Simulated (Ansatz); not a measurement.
**A computed series for BAs: pressure series**

Take BAs in the zinc blende structure (space group F-43m, No. 216; a = 4.809 Å) as the base.

Cell and atoms are relaxed at each pressure.

Levels (all Ansatz, an electronic-structure program, PAW, earlier PAW set): PBE (420 eV, scalar-relativistic without spin-orbit coupling); r2SCAN (500 eV, no spin-orbit coupling).

The base cell above is that of PBE; each level relaxes its own structures.

```json
[
 {"case": "pressure −2 GPa", "smallest direct gap, PBE": "3.24 eV", "smallest direct gap, r2SCAN": "3.42 eV"},
 {"case": "pressure −1 GPa", "smallest direct gap, PBE": "3.25 eV", "smallest direct gap, r2SCAN": "3.43 eV"},
 {"case": "pressure 0.3 GPa", "smallest direct gap, PBE": "3.26 eV", "smallest direct gap, r2SCAN": "[?]"},
 {"case": "pressure 0.7 GPa", "smallest direct gap, PBE": "3.26 eV", "smallest direct gap, r2SCAN": "[?]"},
 {"case": "pressure 1.5 GPa", "smallest direct gap, PBE": "3.27 eV", "smallest direct gap, r2SCAN": "[?]"},
 {"case": "pressure 3 GPa", "smallest direct gap, PBE": "3.28 eV", "smallest direct gap, r2SCAN": "3.46 eV"},
 {"case": "pressure 5 GPa", "smallest direct gap, PBE": "3.30 eV", "smallest direct gap, r2SCAN": "[?]"},
 {"case": "pressure 7.5 GPa", "smallest direct gap, PBE": "3.32 eV", "smallest direct gap, r2SCAN": "3.49 eV"},
 {"case": "pressure 10 GPa", "smallest direct gap, PBE": "3.34 eV", "smallest direct gap, r2SCAN": "3.51 eV"}
]
```

Some entries are withheld; estimate them.


- pressure 0.3 GPa, smallest direct gap, r2SCAN: 3.44 eV
- pressure 0.7 GPa, smallest direct gap, r2SCAN: 3.44 eV
- pressure 1.5 GPa, smallest direct gap, r2SCAN: 3.45 eV
- pressure 5 GPa, smallest direct gap, r2SCAN: 3.47 eV

PBE lies below r2SCAN in every row, by 0.17 eV to 0.18 eV. They put the cases in the same order.

Load acts through the strain it causes; cell and atoms are relaxed under it. Whether these cells are dynamically stable was not tested. Competing high-pressure phases were not computed.
